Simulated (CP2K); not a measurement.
Band structure of AlAs (F-43m, 2 atoms in the cell).

```
AlAs
1.0
    3.99815     0.00000     0.00000
    1.99907     3.46250     0.00000
    1.99907     1.15417     3.26447
Al As
1 1
Direct
  0.00000   0.00000   0.00000
  0.75000   0.75000   0.75000
```

Method of the run: PBE, GPW, DZVP-MOLOPT-PBE-GTH basis, GTH-PBE potentials (POTENTIAL_UZH) (CP2K).

Settings: CUTOFF = 400 Ry; REL_CUTOFF = 60 Ry; KPOINTS/SCHEME = MACDONALD 10 10 10 0.05 0.05 0.05; XC_FUNCTIONAL = PBE; Al/BASIS_SET = DZVP-MOLOPT-PBE-GTH-q3; Al/POTENTIAL = GTH-PBE-q3; As/BASIS_SET = DZVP-MOLOPT-PBE-GTH-q5; As/POTENTIAL = GTH-PBE-q5; METHOD = GPW; EPS_DEFAULT = 1e-10; EXTRAPOLATION = USE_GUESS; NGRIDS = 4; SCF_GUESS = ATOMIC; EPS_SCF = 1e-07.

The starting cell comes from a database of computed structures (which also holds hypothetical and non-ambient phases and stackings), without a prior relaxation at this level. Its lattice was rescaled by a random factor within 2.5 % of one. Values carry the incompleteness of an atom-centred basis.

### Question
Predict the gap along the standard path and the places of the band edges.

### Answer
The gap along the path is 1.52 eV, from Γ to X; the smallest direct gap on it is 2.21 eV.

Levels in eV from the top of the valence band on the SCF mesh, bands 1 to 5:
| point | 1 | 2 | 3 | 4 | 5 |
|---|---|---|---|---|---|
| Γ | -11.88 | 0.00 | 0.00 | 0.00 | 2.21 |
| X | -9.90 | -5.45 | -2.18 | -2.18 | 1.52 |
| W | -9.87 | -5.11 | -3.19 | -2.84 | 4.43 |
| K | -9.94 | -5.20 | -3.43 | -1.80 | 2.27 |
| L | -10.46 | -5.60 | -0.82 | -0.82 | 2.15 |
| U | -9.94 | -5.20 | -3.43 | -1.80 | 2.27 |

Higher empty bands are left out: an atom-centred basis made for the valence describes them poorly.
